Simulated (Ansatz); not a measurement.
Results of LDA in Ansatz (plane waves, PAW) for C (model structure, P4₂/mmc, No. 131, 6 atoms in the cell).

The input as run:

Ansatz 0.2 input:
```yaml
crystal:
  lattice:
    - [2.5821214498, 0.0, 0.0]
    - [0.0, 2.5821214498, 0.0]
    - [0.0, 0.0, 5.9738621296]
  atoms:
    - { symbol: C, position: [0.0, 0.0, 0.75] }
    - { symbol: C, position: [0.0, 0.0, 0.25] }
    - { symbol: C, position: [0.5, 0.0, 0.8878105508] }
    - { symbol: C, position: [0.5, 0.0, 0.1121894492] }
    - { symbol: C, position: [0.0, 0.5, 0.3878105508] }
    - { symbol: C, position: [0.0, 0.5, 0.6121894492] }
basis:
  ecutwfc: 520
  ecutrho_ratio: 4
  xc_grid: 2
kpoints:
  mp_grid: { grid: [22, 22, 10] }
hamiltonian:
  xc: lda
  dispersion: none
  pseudopotentials: { kind: paw }
scf:
  occupations: { method: fermi_dirac, width: 0.05 }
output:
  forces: true
  stress: true
  eigenvalues: true
relax:
  f_tol: 0.004
  escape_saddle: false
  max_steps: 80
  cell: { stress_tol: 0.02, fix: [volume] }
```

The run printed, among other lines:

```
Relaxation: its limit of steps is 80 (relax.max_steps)
Crystal: 6 atoms, lattice volume = 39.830 Å³
Basis set: ecut = 520 eV, 1075 PW (Γ), exchange–correlation on 40×40×90 points (8 copies of the dense FFT grid, shifted against one another)
Bands: 18, of which v1, the nominal top of the filled ones, is band 12 counted from 1 (11 counted from 0)
Symmetry: 16 space group operations
Space group: P42/mmc (ITA 131), of the structure as read, at distance tolerance 3.4e-5 Å
k-points: 468 of 4840
Functional: x = slater, c = lda
SCF iter   1: F=—  HF=-1454.914131 eV  |F-HF|=—  |Δ(HF+E_count)|=         —  Δρ=1.57e-2  dr2=6.82e-2
SCF iter   2: F=—  HF=-1454.898975 eV  |F-HF|=—  |Δ(HF+E_count)|=   1.52e-2  Δρ=9.06e-3  dr2=2.53e-2
  ...
SCF 1 converged in 6 iterations: F = -1454.889107 eV  dr2 = 2.73e-8
Crystal: 6 atoms, lattice volume = 39.830 Å³
Initial density: handed on by an earlier stage of this run
SCF 2 converged in 6 iterations: F = -1454.890499 eV  dr2 = 3.95e-12
Crystal: 6 atoms, lattice volume = 39.830 Å³
SCF 3 converged in 6 iterations: F = -1454.890671 eV  dr2 = 4.22e-13
Crystal: 6 atoms, lattice volume = 39.830 Å³
SCF 4 converged in 6 iterations: F = -1454.890680 eV  dr2 = 1.91e-13
Crystal: 6 atoms, lattice volume = 39.830 Å³
SCF iter   6: F=-1454.890678 eV  HF=-1454.890678 eV  |F-HF|=4.55e-13  |Δ(HF+E_count)|=    0.00e0  Δρ=4.50e-9  dr2=4.01e-15
SCF iter   7: F=-1454.890678 eV  HF=-1454.890678 eV  |F-HF|=0.00e0  |Δ(HF+E_count)|=    0.00e0  Δρ=2.69e-9  dr2=2.11e-15
SCF 5 converged in 7 iterations: F = -1454.890678 eV  dr2 = 2.11e-15
SCF converged after 7 iterations
Free energy (F): -1454.890678 eV
Internal energy: -1454.885142 eV  (E = F + TS)
E sigma→0 (E₀):  -1454.887910 eV
Fermi energy:    10.943868 eV
--- Forces (eV/Å), atoms counted from 1 ---
  atom   1  C      0.00000000     0.00000000     0.00000000
  atom   2  C      0.00000000     0.00000000    -0.00000000
  atom   3  C      0.00000000     0.00000000    -0.00006310
  atom   4  C      0.00000000     0.00000000     0.00006310
  atom   5  C      0.00000000     0.00000000    -0.00006310
  atom   6  C      0.00000000     0.00000000     0.00006310
--- Stress (GPa, compression-positive) ---
       -6.654905       0.000000       0.000000
        0.000000      -6.654905       0.000000
        0.000000       0.000000      -6.649925
  P = ⅓ Tr σ = -6.6532 GPa (-66.532 kbar)
```

The cell is one volume of an energy–volume scan, off the minimum.

The PAW data were made under PBE.

Note: the relaxation could raise the start's symmetry but not lower it, so the cell can be a saddle point.

Cost on a shared machine: roughly 110 core-seconds.

A model structure was made by putting elements into a prototype or built by hand; it is no filed structure, need not be a known phase, and can be a saddle point held by its symmetry.

Ansatz is a first-principles code.
